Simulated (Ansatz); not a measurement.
Take GaN in the wurtzite structure (space group P6_3mc, No. 186; a = 3.1826 Å, c = 5.1853 Å) as the base.

It is then changed as follows: cell and atoms relaxed at a pressure of 4.2 GPa.

Levels (all Ansatz, a program for electronic structure, PAW): PBEsol (420 eV, no spin-orbit coupling); r2SCAN (500 eV, without spin-orbit coupling); HSE06 (420 eV, scalar-relativistic without spin-orbit coupling).

At the geometry relaxed with PBEsol, these levels gave the following band gaps, in shuffled order: (a) 2.50 eV, (b) 2.01 eV, (c) 3.35 eV.

Task: Match each gap to its level.

Result: (a) r2SCAN; (b) PBEsol; (c) HSE06.

Single points use the geometry relaxed with PBEsol. Load acts through the strain it causes; cell and atoms are relaxed under it. Stability against distortions was not tested. Tetrahedral semiconductors of this kind turn to denser phases somewhere between about 1 and 50 GPa; those were not computed, so compressed cells here can lie past the real transition.
